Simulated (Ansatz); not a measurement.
## LaB6: B → Ir

The reference is LaB$_{6}$ (space group Pm-3m, No. 221; a = 4.130 Å).

Modification: full substitution B → Ir; the structure is relaxed again.

All numbers come from DFT with PBEsol, PAW potentials and a 420 eV plane-wave cutoff in Ansatz (a first-principles code), scalar-relativistic without spin-orbit coupling. k-mesh 8×8×8 (Γ-centred); smearing 0.05 eV (Fermi–Dirac), for the changed cell.

| quantity | base | changed | shift |
|---|---|---|---|
| volume per atom | 10.06 Å³ | 28.38 Å³ | +18.32 Å³ |
| density | 4.80 g/cm³ | 10.80 g/cm³ | +6.00 g/cm³ |
| lattice parameter a | 4.130 Å | 5.835 Å | +1.705 Å |
| space group | Pm-3m (No. 221) | Pm-3m (No. 221) | – |
| shortest interatomic distance | 1.649 Å | 2.305 Å | +0.656 Å |
| band gap | zero | zero | – |

Final structure:

```xyz
7
Lattice="5.8353 0.0000 0.0000 0.0000 5.8353 0.0000 0.0000 0.0000 5.8353" Properties=species:S:1:pos:R:3 pbc="T T T"
La     0.0000     0.0000     0.0000
Ir     4.6830     2.9176     2.9176
Ir     1.1523     2.9176     2.9176
Ir     2.9176     4.6830     2.9176
Ir     2.9176     1.1523     2.9176
Ir     2.9176     2.9176     4.6830
Ir     2.9176     2.9176     1.1523
```

No phonon test of stability was made. As relaxed here, LaIr6 is a hypothetical phase, not in the database extracts checked. The final runs are not spin-polarised. An odd electron count without spin: LaIr6 and LaB6. LaIr6 has a high density of states at the Fermi level and may be magnetic at this level.
